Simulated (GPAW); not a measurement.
# A self-consistent single point of ZrGeS (P4/nmm, 6 atoms in the cell) with GPAW

Level of theory: PBEsol, GPAW PAW datasets PBEsol (made by gpaw-setup) (plane waves; GPAW).

Input as run:

```python
from ase import Atoms
from ase.units import GPa
from gpaw import GPAW

atoms = Atoms(['Zr', 'Zr', 'Ge', 'Ge', 'S', 'S'],
              cell=[[3.548450, 0.000000, 0.000000],
                    [0.000000, 3.548450, 0.000000],
                    [0.000000, 0.000000, 7.872351]],
              scaled_positions=[[0.000000, 0.500000, 0.725190],
                                [0.500000, 0.000000, 0.274810],
                                [0.500000, 0.500000, 0.000000],
                                [0.000000, 0.000000, 0.000000],
                                [0.000000, 0.500000, 0.378560],
                                [0.500000, 0.000000, 0.621440]],
              pbc=True)

calc = GPAW(mode={'name': 'pw', 'ecut': 550},
            xc='PBEsol',
            kpts=(7, 7, 3),
            occupations={'name': 'fermi-dirac', 'width': 0.136},
            nbands=-12,
            convergence={'forces': 0.001},
            symmetry={'symmorphic': False, 'tolerance': 0.0005},
            maxiter=100,
            txt='-')

atoms.calc = calc

energy = atoms.get_potential_energy()
print('Energy (eV):', round(energy, 6))
forces = atoms.get_forces()
print('Forces (eV/Ang):')
print(forces.round(5))
stress = atoms.get_stress()
print('Stress (GPa, Voigt):', (stress / GPa).round(4))
```

Output, abridged:

```
Input parameters:
  convergence: {forces: 0.001}
  kpts: [7 7 3]
  maxiter: 100
  mode: {ecut: 550,
         name: pw}
  nbands: -12
  occupations: {name: fermi-dirac,
                width: 0.136}
  symmetry: {symmorphic: False,
             tolerance: 0.0005}
  xc: PBEsol

species:
  Zr:
    name: Zirconium
    Z: 40.0
    valence: 12
    core: 28
    charge: 0.0
    file: Zr.PBEsol.gz

    # Using partial waves for Zr as LCAO basis

  Ge:
    name: Germanium
    Z: 32.0
    valence: 4
    core: 28
    charge: 0.0
    file: Ge.PBEsol.gz

    # Using partial waves for Ge as LCAO basis

  S:
    name: Sulfur
    Z: 16.0
    valence: 6
    core: 10
    charge: 0.0
    file: S.PBEsol.gz

    # Using partial waves for S as LCAO basis

Reference energy: -331467.620297  # eV

Spin-paired calculation

Convergence criteria:
 Maximum [total energy] change in last 3 cyles: 0.0005 eV / valence electron
 Maximum integral of absolute [dens]ity change: 0.0001 electrons / valence electron
 Maximum integral of absolute [eigenst]ate change: 4e-08 eV^2 / valence electron
 Maximum change in the atomic [forces] across last 2 cycles: 0.001 eV/Ang OR
Maximum error relative to the maximum force is below inf
 Maximum number of scf [iter]ations: 100

Symmetries present (total): 16
Symmetries with fractional translations: 8
147 k-points: 7 x 7 x 3 Monkhorst-Pack grid
20 k-points in the irreducible part of the Brillouin zone
       k-points in crystal coordinates                weights
   0:     0.00000000    0.00000000    0.00000000          1/147
   1:     0.00000000    0.00000000    0.33333333          2/147
   2:     0.14285714    0.00000000    0.00000000          4/147
   [... 7 lines left out ...]
          ...
  19:     0.42857143    0.42857143    0.33333333          8/147

Wave functions: Plane wave expansion
  Cutoff energy: 550.000 eV
  Number of coefficients (min, max): 2889, 2921
  Pulay-stress correction: 0.000000 eV/Ang^3 (de/decut=0.000000)

Occupation numbers: Fermi-Dirac:
  width: 0.1360  # eV

Eigensolver

Densities:
  Coarse grid: 20*20*45 grid
  Fine grid: 40*40*90 grid
  Total Charge: 0.000000

Density mixing:
  Method: separate
  Backend: pulay
  Linear mixing parameter: 0.05
  old densities: 5
  Damping of long wavelength oscillations: 50

Hamiltonian:
  XC and Coulomb potentials evaluated on a 40*40*90 grid
  External potential:
    NoExternalPotential

XC parameters: PBEsol with 2 nearest neighbor stencil

Number of atoms: 6
Number of atomic orbitals: 42
Number of bands in calculation: 34
Number of valence electrons: 44
Bands to converge: occupied

Density initialized from atomic densities
  34 bands from LCAO basis set

Atomic positions and initial magnetic moments

Positions:
   0 Zr     0.000000    1.774225    5.708950    ( 0.0000,  0.0000,  0.0000)
   1 Zr     1.774225    0.000000    2.163401    ( 0.0000,  0.0000,  0.0000)
   2 Ge     1.774225    1.774225    0.000000    ( 0.0000,  0.0000,  0.0000)
   3 Ge     0.000000    0.000000    0.000000    ( 0.0000,  0.0000,  0.0000)
   4 S      0.000000    1.774225    2.980157    ( 0.0000,  0.0000,  0.0000)
   5 S      1.774225    0.000000    4.892194    ( 0.0000,  0.0000,  0.0000)

Unit cell:
           periodic     x           y           z      points  spacing
  1. axis:    yes    3.548450    0.000000    0.000000    20     0.1774
  2. axis:    yes    0.000000    3.548450    0.000000    20     0.1774
  3. axis:    yes    0.000000    0.000000    7.872351    45     0.1749

  Lengths:   3.548450   3.548450   7.872351
  Angles:   90.000000  90.000000  90.000000

Effective grid spacing dv^(1/3) = 0.1766

     iter     time        total  log10-change:
                         energy   eigst   dens  force
iter:   1 --:--:--   -42.415731
iter:   2 --:--:--   -42.377740   -0.88  -1.21
iter:   3 --:--:--   -42.140551   -1.57  -1.23
iter:   4 --:--:--   -42.102127   -2.06  -1.38
iter:   5 --:--:--   -42.092288   -2.29  -1.55
iter:   6 --:--:--   -42.072524   -2.60  -1.89
iter:   7 --:--:--   -42.063902   -3.32  -2.22
iter:   8 --:--:--   -42.062260c  -3.19  -2.37
iter:   9 --:--:--   -42.059136c  -3.80  -2.63
iter:  10 --:--:--   -42.059097c  -4.85  -3.04
iter:  11 --:--:--   -42.059159c  -4.73  -3.07
iter:  12 --:--:--   -42.059081c  -5.28  -3.28
iter:  13 --:--:--   -42.059216c  -5.41  -3.36
iter:  14 --:--:--   -42.059177c  -5.74  -3.40
iter:  15 --:--:--   -42.059099c  -5.88  -3.65
iter:  16 --:--:--   -42.059091c  -7.10  -4.16c
iter:  17 --:--:--   -42.059081c  -7.08  -4.24c
iter:  18 --:--:--   -42.059071c  -7.04  -4.40c
iter:  19 --:--:--   -42.059076c  -7.57c -4.33c
iter:  20 --:--:--   -42.059077c  -7.12  -4.47c
iter:  21 --:--:--   -42.059072c  -8.10c -4.56c -2.00
iter:  22 --:--:--   -42.059070c  -7.89c -4.74c -2.42
iter:  23 --:--:--   -42.059071c  -8.59c -4.87c -2.48
iter:  24 --:--:--   -42.059072c  -9.23c -5.10c -3.28c

Converged after 24 iterations.

Dipole moment: (0.000000, 0.000000, -0.000000) |e|*Ang

Energy contributions relative to reference atoms: (reference = -331467.620297)

Kinetic:        +69.019942
Potential:      -62.725836
External:        +0.000000
XC:             -49.089770
Entropy (-ST):   -0.079071
Local:           +0.776128
SIC:             +0.000000
--------------------------
Free energy:    -42.098608
Extrapolated:   -42.059072

Showing only first 2 kpts
 Kpt  Band  Eigenvalues  Occupancy
  0    20      8.71222    2.00000
  0    21      9.87960    1.99962
  0    22     10.76602    1.77196
  0    23     11.48021    0.07825

  1    20      8.73005    2.00000
  1    21      8.73005    2.00000
  1    22     11.17243    0.56261
  1    23     11.95535    0.00247

Fermi level: 11.04486

No gap
No difference between direct/indirect transitions
Energy (eV): -42.059072

Forces in eV/Ang:
  0 Zr    0.00000    0.00000   -0.34091
  1 Zr    0.00000    0.00000    0.34091
  2 Ge    0.00000    0.00000    0.00000
  3 Ge    0.00000    0.00000    0.00000
  4 S     0.00000    0.00000    0.11287
  5 S     0.00000    0.00000   -0.11287

Stress tensor:
    -0.039557     0.000000     0.000000
     0.000000    -0.039557     0.000000
     0.000000     0.000000    -0.041931
Stress (GPa, Voigt): [-6.3377 -6.3377 -6.7181  0.      0.      0.    ]
```

The run converged in 24 iterations. GPAW prints stress with tension positive.

The starting cell comes from a database of computed structures (which also holds hypothetical and non-ambient phases and stackings), without a prior relaxation at this level. Its lattice was rescaled by a random factor within 2.5 % of one. With a pressure of about 6 GPa the cell is away from its equilibrium volume at this level.

Cost on one core of a shared machine: roughly 50 s.
